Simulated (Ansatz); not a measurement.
A self-consistent single point of BaSbPt (P3m1, 3 atoms in the cell) with Ansatz (a program for electronic structure).

Method: LDA (PW92), default PAW files made with PBE (plane waves; Ansatz).

```xyz
3
Lattice="4.5908 0.0000 0.0000 -2.2954 3.9758 0.0000 0.0000 0.0000 5.0113" Properties=species:S:1:pos:R:3 pbc="T T T"
Ba     0.0000     0.0000     0.0500
Sb     2.2954     1.3253     2.5057
Pt     0.0000     2.6505     2.5057
```

Reference input (self-consistent single point, DFT, LDA (PW92), plane waves, default PAW files made with PBE): basis.ecutwfc = 30.9 Ry; kpoints.mp_grid.grid = 8 8 7; hamiltonian.xc = lda; hamiltonian.pseudopotentials = {kind: paw} (the program's default PAW files); scf.occupations.method = gaussian; scf.occupations.width = 0.0073 Ry. This run's input differs from it in these lines:

Ansatz 0.2 input:
```diff
@@ -14,3 +14,3 @@
   mp_grid:
-    grid: [8, 8, 7]
+    grid: [10, 10, 8]
 hamiltonian:
```

Log, with long lists cut:

```
SCF iter   1: F=—  HF=-24363.128138 eV  |F-HF|=—  |Δ(HF+E_count)|=         —  Δρ=5.89e-3  dr2=1.85e-2  ethr=1.77e-3  ⟨swp⟩=7.5  Hψ=12118  notcnv=0
all-band conjugate gradients solve this SCF's bands
preconditioner: auto → Kerker (q_TF=auto, 2.406 Å⁻¹)
SCF iter   2: F=—  HF=-24363.124644 eV  |F-HF|=—  |Δ(HF+E_count)|=   3.49e-3  Δρ=3.13e-3  dr2=6.77e-3  ethr=4.31e-5  ⟨swp⟩=2.5  Hψ=4895  notcnv=0
   [... lines left out ...]
SCF iter   5: F=—  HF=-24363.122434 eV  |F-HF|=—  |Δ(HF+E_count)|=   1.21e-4  Δρ=2.38e-4  dr2=8.47e-5  ethr=1.19e-6  ⟨swp⟩=2.0  Hψ=4168  notcnv=0
SCF iter   6: F=—  HF=-24363.122425 eV  |F-HF|=—  |Δ(HF+E_count)|=   8.95e-6  Δρ=5.14e-5  dr2=3.74e-6  ethr=1.97e-7  ⟨swp⟩=2.0  Hψ=3246  notcnv=0
SCF iter   7: F=—  HF=-24363.122424 eV  |F-HF|=—  |Δ(HF+E_count)|=   4.00e-7  Δρ=1.59e-5  dr2=3.82e-7  ethr=8.69e-9  ⟨swp⟩=2.0  Hψ=4299  notcnv=0
SCF iter   8: F=-24363.122424 eV  HF=-24363.122424 eV  |F-HF|=2.84e-9  |Δ(HF+E_count)|=   4.04e-8  Δρ=2.81e-6  dr2=1.08e-8  ethr=2.33e-10  ⟨swp⟩=8.0  Hψ=13482  notcnv=0
SCF 1 converged in 8 iterations: F = -24363.122424 eV  dr2 = 1.08e-8
Free energy (F): -24363.122424 eV
Internal energy: -24363.114533 eV  (E = F + TS)
E sigma→0 (E₀):  -24363.118479 eV
Entropy (-TS):   -0.007891 eV (-2.630 meV/atom)
Fermi energy:    10.405420 eV
--- Forces (eV/Å), atoms counted from 1 ---
  atom   1  Ba    -0.00000000    -0.00000000    -0.11856099
  atom   2  Sb    -0.00000000     0.00000000     0.09818790
  atom   3  Pt     0.00000000    -0.00000000     0.02035576
--- Stress (GPa, compression-positive) ---
       -5.151841       0.000000      -0.000000
        0.000000      -5.151841      -0.000000
       -0.000000       0.000000      -4.170930
  P = ⅓ Tr σ = -4.8249 GPa (-48.249 kbar)
  The stress holds the Pulay correction. Without it, at fixed plane waves, as pw.x and ABINIT print it: P = -4.8489 GPa
```

The run converged in 8 iterations. Against the reference run the free energy goes down by 1.1 meV/atom, the pressure hardly changes (-4.87 to -4.82 GPa) and the largest force hardly changes (0.118 to 0.119 eV/Å).

The starting cell comes from a database of computed structures (which also holds hypothetical and non-ambient phases and stackings), without a prior relaxation at this level. Its lattice was rescaled by up to half a per cent. One atom was moved a little off its site on purpose. Spin polarisation is off. With a pressure of about -5 GPa the cell is away from its equilibrium volume at this level. Ansatz's pressure includes its estimate of the finite-basis (Pulay) stress.
